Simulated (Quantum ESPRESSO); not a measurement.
**Effort and miss along a sweep of nbnd: CoNiP (P-62m, 9 atoms in the cell)**

Cell: a = 5.6759 Å, b = 5.6759 Å, c = 3.2729 Å, α = 90.00°, β = 90.00°, γ = 120.00°.

Level of theory: PBEsol, PSlibrary ultrasoft (PBE) pseudopotentials (plane waves; Quantum ESPRESSO).

Base settings: ecutwfc = 50 Ry; ecutrho = 300 Ry; occupations = smearing; smearing = marzari-vanderbilt; degauss = 0.0036749 Ry; input_dft = pbesol; K_POINTS = automatic 5 5 7 0 0 0; conv_thr = 1e-10 Ry.

Misses are taken against the tightest run, 100, which need not be fully converged itself.

The count of work is k-points × plane waves × bands × iterations; it is no time, and leaves out set-up, grids and terms that scale otherwise. 

The starting cell comes from a database of computed structures (which also holds hypothetical and non-ambient phases and stackings), without a prior relaxation at this level. Its lattice was rescaled by a random factor within 2.5 % of one. Spin polarisation is off, so a magnetic state, if there is one, cannot be reached. In the base run, with a pressure of about 8 GPa the cell is away from its equilibrium volume at this level.

```
nbnd  largest difference in the force on any atom (eV/Å)  count of work / reference
----  --------------------------------------------------  -------------------------
36                                                 0.053                        2.2
37                                                 0.015                        1.1
38                                                 0.000                       0.76
40                                                 0.000                       0.65
44                                                 0.000                       0.60
52                                                 0.000                       0.57
68                                                 0.000                       0.68
100                                                0.000                        1.0
```

Coarsest setting among those run that, with all tighter ones, holds the force on any atom within 0.02 eV/Å of the reference: 37, off by 0.015 eV/Å; its saving against the reference is no more than about a factor of 2 in the count of work.

Coarsest setting among those run that, with all tighter ones, holds the force on any atom within 0.005 eV/Å of the reference: 38, off by 0.0001 eV/Å; its saving against the reference is no more than about a factor of 2 in the count of work.
